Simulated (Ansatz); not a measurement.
# BeTe, response to strain

Start from BeTe in the zinc blende structure (space group F-43m, No. 216).

```yaml
crystal:
  lattice:
    - [0.00000, 2.80228, 2.80228]
    - [2.80228, 0.00000, 2.80228]
    - [2.80228, 2.80228, 0.00000]
  atoms:
    - { symbol: Te, position: [0.75000, 0.75000, 0.75000] }
    - { symbol: Be, position: [0.00000, 0.00000, 0.00000] }
```

Cartesian axes are those of the cell as printed.

Strains are applied to the cell and any free atomic positions relax; under stress the whole cell relaxes.

Levels (all Ansatz, a quantum-chemistry and plane-wave program, PAW, earlier PAW set): PBEsol (420 eV, without spin-orbit coupling); r2SCAN (500 eV, no SOC); HSE06 (420 eV, no SOC); PBEsol+SOC (420 eV, spin-orbit coupling included); HSE06+SOC (420 eV, noncollinear with spin-orbit coupling).

Band gaps by level, all at the geometries relaxed with PBEsol:

```json
[
 {"case": "base", "PBEsol": "1.84 eV", "r2SCAN": "2.31 eV", "HSE06": "2.62 eV", "PBEsol+SOC": "1.54 eV", "HSE06+SOC": "2.31 eV"},
 {"case": "isotropic strain −1.33 %", "PBEsol": "1.73 eV", "r2SCAN": "2.21 eV", "HSE06": "2.51 eV", "PBEsol+SOC": "1.43 eV", "HSE06+SOC": "2.19 eV"},
 {"case": "isotropic strain +2.63 %", "PBEsol": "2.02 eV", "r2SCAN": "2.49 eV", "HSE06": "2.81 eV", "PBEsol+SOC": "1.72 eV", "HSE06+SOC": "2.50 eV"},
 {"case": "tensor shear ε_yz = −1.97 %", "PBEsol": "1.58 eV", "r2SCAN": "2.02 eV", "HSE06": "2.34 eV", "PBEsol+SOC": "1.34 eV", "HSE06+SOC": "2.10 eV"},
 {"case": "uniaxial stress, 2 GPa tension along z", "PBEsol": "1.73 eV", "r2SCAN": "2.20 eV", "HSE06": "2.51 eV", "PBEsol+SOC": "1.43 eV", "HSE06+SOC": "2.20 eV"},
 {"case": "uniaxial stress, 8 GPa compression along x", "PBEsol": "0.42 eV", "r2SCAN": "0.79 eV", "HSE06": "1.09 eV", "PBEsol+SOC": "0.28 eV", "HSE06+SOC": "0.94 eV"}
]
```

Single points use the geometry relaxed with PBEsol. The hybrid gap comes from the SCF mesh plus the semilocal run's edge points and a few special points and is an upper bound. Differences between runs with and without spin-orbit coupling are approximate. With Te present, leaving out spin-orbit coupling can change the band edges. Stability under load was not tested beyond the relaxation. A zero or small gap of BeTe under uniaxial stress, 8 GPa compression along x can be the functional's error rather than a property of the material.
